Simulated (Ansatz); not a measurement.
# (Ru,Co): Co$_{3}$Ru

A 16-atom cell of (Ru,Co) started in the hexagonal close-packed structure, site fractions Ru 0.250, Co 0.750, short-range order -0.06 among the nearest mixed sites of the first mixed sublattice (0 is random, a negative value favours unlike neighbours), space group P1 at the end.

The mixing enthalpy is taken against the end members in the hexagonal close-packed type, relaxed in the same cell and mesh.

Computed with PBE (plane waves to 420 eV, PAW; Ansatz, an electronic-structure program). Scalar-relativistic, without spin–orbit coupling. Its k-point mesh 6×6×6, Fermi–Dirac width 0.05 eV.

The volume per atom is 11.60 Å³, the Co–Co bonds (within 1.22 times the sum of covalent radii) comes out as 2.526 Å on average, from 2.439 to 2.602 (53) and the Co–Ru bonds (within 1.22 times the sum of covalent radii) comes out as 2.561 Å on average, from 2.502 to 2.628 (38). The Ru–Ru bonds (within 1.22 times the sum of covalent radii) is 2.556 Å on average, from 2.541 to 2.573 (5), the mixing enthalpy per site of the mixed sublattice is 98 meV and the departure of the mean lattice parameter from Vegard's line comes out as +0.2 %.

```xyz
16
Lattice="0.0145 -4.4338 -4.0903 -0.0220 4.4319 -4.0882 5.1241 -0.0201 4.0939" Properties=species:S:1:pos:R:3 pbc="T T T"
Co     1.2917    -0.7514    -3.0289
Co     5.1294     1.4902     1.0524
Co     5.1630    -2.9744     0.9930
Ru     3.8665    -0.7701     1.0325
Co     2.5404     1.4456    -3.0836
Co     2.5719    -2.9520    -3.0460
Co     1.2266     3.6895    -3.1011
Co     3.8567    -0.7652    -3.0660
Co     2.5590    -1.4964    -1.0278
Co     1.2344     0.7076    -1.0256
Ru     1.2598     0.7435    -5.1147
Co     0.0084     2.9890    -5.0948
Ru     3.8355     0.7335    -1.0211
Co     3.8912    -3.6758    -0.9964
Ru     2.5060     2.9347    -1.0216
Co    -0.0082    -1.5247    -5.1272
```
Starting moments (μB, in the order of the record's atoms Co Co Co Ru Co Co Co Co Co Co Ru Co Ru Co Ru Co): 1.7 1.7 1.7 0.0 1.7 1.7 1.7 1.7 1.7 1.7 0.0 1.7 0.0 1.7 0.0 1.7.
